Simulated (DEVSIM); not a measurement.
Structure: abrupt Si p-n junction, at 400 K.

Layer 1 from the left is Si, thickness (μm) 0.270, Na (cm⁻³) 4.4e17, τn (s) 1.1e-6, τp (s) 1.1e-6. Layer 2 from the left is Si, thickness (μm) 120, Nd (cm⁻³) 1.6e15, τn (s) 1.1e-6, τp (s) 1.1e-6.

Left contact: ohmic. Right contact: ohmic. Voltage is applied to the left contact. Recombination: SRH at mid-gap, radiative. Mobility is constant in doping.

Constants are typed, rounded textbook-type inputs, not results; the design itself was drawn at random and stands for no fabricated device. Values at 300 K; Nc and Nv go as T^1.5, mobilities as T to minus their exponent, the gap by Varshni's rule with the affinity fixed.

Si: gap (eV) 1.124, affinity (eV) 4.05, permittivity 11.7, Nc (cm⁻³) 2.86e19, Nv (cm⁻³) 3.1e19, μn (cm²/Vs) 1417, μp (cm²/Vs) 470, T exponent of μn 2.3, T exponent of μp 2.2, B (cm³/s) 4.7e-15, Varshni α (eV/K) 0.000473, Varshni β (K) 636.

DEVSIM, 1D drift-diffusion, Boltzmann statistics, complete ionisation; no tunnelling, impact ionisation, image-force lowering or self-heating.

Dark forward current:

| |V| (V) | |J| (A/cm²) |
|---|---|
| 0.05 | 7.269e-5 |
| 0.10 | 0.0003675 |
| 0.15 | 0.001591 |
| 0.20 | 0.006677 |
| 0.25 | 0.02721 |
| 0.30 | 0.1011 |
| 0.35 | 0.3049 |
| 0.40 | 0.7071 |
| 0.45 | 1.332 |
| 0.50 | 2.189 |
| 0.55 | 3.294 |
| 0.60 | 4.665 |
| 0.65 | 6.316 |
| 0.70 | 8.261 |
| 0.75 | 10.51 |
| 0.80 | 13.07 |
| 0.85 | 15.94 |
| 0.90 | 19.13 |
| 0.95 | 22.64 |
| 1.00 | 26.48 |
| 1.05 | 30.65 |
| 1.10 | 35.14 |
| 1.15 | 39.96 |
| 1.20 | 45.11 |
| 1.25 | 50.60 |
| 1.30 | 56.41 |

**Question.** Work out the local ideality factor n = ΔV / (kT/q · ln(J2/J1)) between the rows 0.15 and 0.20 V, 1.25 and 1.30 V.

**Answer.** kT/q = 34.47 mV. From 0.15 to 0.20 V: ln(0.006677/0.001591) = 1.434, n = 1.01, near the 1 of diffusion or emission over a barrier. From 1.25 to 1.30 V: ln(56.41/50.60) = 0.109, n = 13.35.

**Question.** Estimate the current at 0.20 V from the Shockley equation with J0 = Σ q ni² D/(N L) coth(W/L), τ joining the SRH, radiative and Auger lifetimes that are on, and W taken as the whole layer.

**Answer.** ni² = 3.22e25 cm⁻⁶; electrons in the p layer: μ = 731 cm²/Vs, D = 25.2 cm²/s, τ = 1.10e-6 s, L = 52.6 μm, W/L = 0.0051, term 1.10e-5 A/cm²; holes in the n layer: μ = 250 cm²/Vs, D = 8.60 cm²/s, τ = 1.10e-6 s, L = 30.8 μm, W/L = 3.9, term 9.04e-6 A/cm². J0 = 2.00e-5 A/cm², and J = J0 exp(qV/kT) = 0.00662 A/cm². The simulation gives 0.00668 A/cm², the same within the digits that matter. The estimate leaves out recombination in the depletion region and that region's share of W.
